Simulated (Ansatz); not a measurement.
## Hypothetical zinc blende BiB under a change: strain tensor (xx, yy, zz, yz, xz, xy) = (+0.78, −2.63, +0.40, +0.44, +0.16, −0.23) %

Base system: BiB in the zinc blende structure (space group F-43m, No. 216; a = 5.4905 Å; a hypothetical phase, not in the database extracts checked). Axes: x, y, z lie along the cube axes.

The change: strain tensor (xx, yy, zz, yz, xz, xy) = (+0.78, −2.63, +0.40, +0.44, +0.16, −0.23) %, atoms relaxed at fixed cell.

Level of theory: r2SCAN in Ansatz (plane waves to 500 eV, PAW, no spin-orbit coupling). Settings: 10×10×10 k-points, 0.05 eV Fermi–Dirac smearing.

The volume per atom shrinks by 0.31 Å³, from 20.69 Å³ to 20.38 Å³ and the space group goes from F-43m (No. 216) to P1 (No. 1). The shortest interatomic distance decreases by 0.018 Å, from 2.377 Å to 2.359 Å and the energy goes up by 6.2 meV/atom. The band gap falls by 0.10 eV to 0.29 eV and the smallest direct gap shrinks by 0.08 eV (0.39 eV → 0.31 eV). The valence-band top at Γ (three highest levels, from the VBM) becomes 0.00, -0.26, -0.30 eV (base: 0.00, 0.00, 0.00 eV) and the valley order (the lowest conduction-band minima on the path, energy above the VBM, named in the base's zone) becomes L along [11-1] 0.29 eV; Γ 0.31 eV; L along [1-11] 0.37 eV; a point along [010], about 0.9 Å⁻¹ from Γ 0.41 eV (base: Γ 0.39 eV; L along ⟨111⟩ 0.52 eV; a point along ⟨100⟩, about 0.9 Å⁻¹ from Γ 0.85 eV). The stress (xx, yy, zz, yz, xz, xy; compression positive) amounts to (-0.02, 3.30, 0.42, -0.76, -0.24, 0.38) GPa.

Spin-orbit coupling, missing from the scalar runs, can matter with Bi. No phonon test of stability was made. The zero or small gap of BiB under strain tensor (xx, yy, zz, yz, xz, xy) = (+0.78, −2.63, +0.40, +0.44, +0.16, −0.23) % can change with the level of theory.

Ansatz is a first-principles code.
